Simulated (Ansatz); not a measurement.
CdS (P6_3mc) under hydrostatic pressure: electron conductivity mass by PBEsol with spin-orbit coupling, rigid bands (plane waves, PAW; Ansatz, a program for electronic structure). The unloaded cell, whose axes the loads refer to:

```cif
data_Cd2S2
_chemical_formula_sum 'Cd2 S2'
_space_group_name_H-M_alt 'P 1'
_space_group_IT_number 1
_cell_length_a 4.12426
_cell_length_b 4.12426
_cell_length_c 6.70920
_cell_angle_alpha 90.000
_cell_angle_beta 90.000
_cell_angle_gamma 120.000
loop_
_space_group_symop_operation_xyz
  'x, y, z'
loop_
_atom_site_label
_atom_site_type_symbol
_atom_site_fract_x
_atom_site_fract_y
_atom_site_fract_z
_atom_site_occupancy
Cd1 Cd 0.66667 0.33333 0.50020 1
Cd2 Cd 0.33333 0.66667 0.00020 1
S1 S 0.66667 0.33333 0.87680 1
S2 S 0.33333 0.66667 0.37680 1
```

| hydrostatic pressure (GPa) | volume per atom (Å³) | electron conductivity mass (mₑ) |
|---|---|---|
| -2 | 25.60 | 0.127 |
| 0 | 24.71 | 0.133 |
| 2 | 23.96 | ? |
| 5 | 23.04 | 0.143 |
| 10 | 21.84 | 0.150 |

Question: Fit a straight line to ln(electron conductivity mass) against the load over the rows given, and predict the row at 2 GPa.

Answer: The means are x̄ = 3.250 GPa and ȳ = -1.9808; Σ(x − x̄)(y − ȳ) = 1.181 and Σ(x − x̄)² = 86.75, so the slope is 1.36 % per GPa, and the rows given lie within 1.2 % of the line. At 2 GPa the line gives 0.136 mₑ; the calculation gives 0.137 mₑ, 0.99 % from it.

Masses are for dilute carriers at 300 K, harmonic means over directions unless an axis is named. Stresses and pressures are the targets of the relaxation. The structure type is held at every load. Geometry: cell and atoms relaxed with PBEsol.
